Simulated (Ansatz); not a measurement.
The reference is SiO2 in the rutile structure (space group P4_2/mnm, No. 136).

```xyz
6
Lattice="4.1549 0.0000 0.0000 0.0000 4.1549 0.0000 0.0000 0.0000 2.6615" Properties=species:S:1:pos:R:3 pbc="T T T"
Si     0.0000     0.0000     0.0000
Si     2.0774     2.0774     1.3307
O      1.2697     1.2697     0.0000
O      3.3471     0.8078     1.3307
O      0.8078     3.3471     1.3307
O      2.8852     2.8852     0.0000
```

Cartesian axes are those of the cell as printed.

Level of theory: Ansatz (an electronic-structure program) LDA, without spin-orbit coupling.

Strains are applied to the cell and any free atomic positions relax; under biaxial strain the out-of-plane vector relaxes too.

One change was made to it. Results:

```csv
quantity,base,after
"pressure (mean of the normal stresses, compression positive)",-0.01 GPa,-7.75 GPa
electron mass,"0.40 mₑ along c, 0.52 mₑ across (at Γ)","0.40 mₑ out of plane, 0.48 mₑ in plane (at Γ)"
shortest interatomic distance,175.4 pm,175.0 pm
```

Problem. Which of these changes matches the shifts?
A) biaxial strain +1.80 %, plane normal [001], relaxed out of plane
B) biaxial strain +2.40 %, plane normal [001], relaxed out of plane
C) biaxial strain +3.00 %, plane normal [001], relaxed out of plane

Solution. B, biaxial strain +2.40 %, plane normal [001], relaxed out of plane. For comparison, the electron mass in the other runs: biaxial strain +1.80 %, plane normal [001], relaxed out of plane gives 0.40 mₑ out of plane, 0.49 mₑ in plane (at Γ); biaxial strain +3.00 %, plane normal [001], relaxed out of plane gives 0.40 mₑ out of plane, 0.47 mₑ in plane (at Γ).

The levels and masses belong to the bands next to the band gap. Masses are band curvatures over ±0.01 Å⁻¹ around the edge. Stability against distortions was not tested.
